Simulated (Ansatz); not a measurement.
## SiO2 (space group P3_221, No. 154)

```
SiO2
1.0
    4.94932     0.00000     0.00000
   -2.47466     4.28624     0.00000
    0.00000     0.00000     5.44182
Si O
3 6
Direct
  0.00000   0.47047   0.33333
  0.52953   0.52953   0.00000
  0.47047   0.00000   0.66667
  0.14586   0.73329   0.54763
  0.26671   0.41257   0.21429
  0.58743   0.85414   0.88096
  0.73329   0.14586   0.45237
  0.41257   0.26671   0.78571
  0.85414   0.58743   0.11904
```

All numbers come from Ansatz (a program for electronic structure) PBEsol, no spin-orbit coupling. k-mesh 8×8×6 (Γ-centred); smearing 0.05 eV (Fermi–Dirac).

| Item | Value |
|---|---|
| Volume per atom | 12.83 Å³ |
| Density | 2.59 g/cm³ |
| Band gap | 5.72 eV, indirect, K → Γ |
| Electron mass | 0.50 mₑ |
| Lowest conduction-band minima above the VBM | Γ 5.72 eV |
| Total energy | -582.205 eV/atom (σ→0; compares only within this code and set-up) |

Masses are band curvatures over ±0.01 Å⁻¹ around the edge. No phonon test of stability was made.
